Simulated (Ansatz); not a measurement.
**TaN (P-6m2, No. 187, 2 atoms in the cell; start mp-1459; a measured phase of this formula has another space group)**

Method: r²SCAN-D4 (PAW; Ansatz, a first-principles code).

Numerical settings: plane-wave cutoff 500 eV, 18×18×14 k mesh (along the axes of the cell as run), Fermi–Dirac smearing 0.05 eV, scalar-relativistic PAW data made under PBE.

Cell (relaxed at this level):

```cif
data_NTa
_chemical_formula_sum 'Ta1 N1'
_space_group_name_H-M_alt 'P-6m2'
_space_group_IT_number 187
_space_group_name_Hall 'P -6 2'
_cell_length_a 2.93159
_cell_length_b 2.93159
_cell_length_c 2.87984
_cell_angle_alpha 90.000
_cell_angle_beta 90.000
_cell_angle_gamma 120.000
loop_
_atom_site_label
_atom_site_type_symbol
_atom_site_symmetry_multiplicity
_atom_site_Wyckoff_symbol
_atom_site_fract_x
_atom_site_fract_y
_atom_site_fract_z
_atom_site_occupancy
Ta1 Ta 1 b 0.00000 0.00000 0.50000 1
N1 N 1 e 0.66667 0.33333 0.00000 1
```

```json
{
  "band_gap": "none"
}
```

Note: the relaxation could not lower the start's symmetry, so the cell can be a saddle point above a distorted one.

Spin–orbit coupling is not included.

Computed values are for the static lattice.

A start named mp-… is a Materials Project structure, which need not be a measured phase.
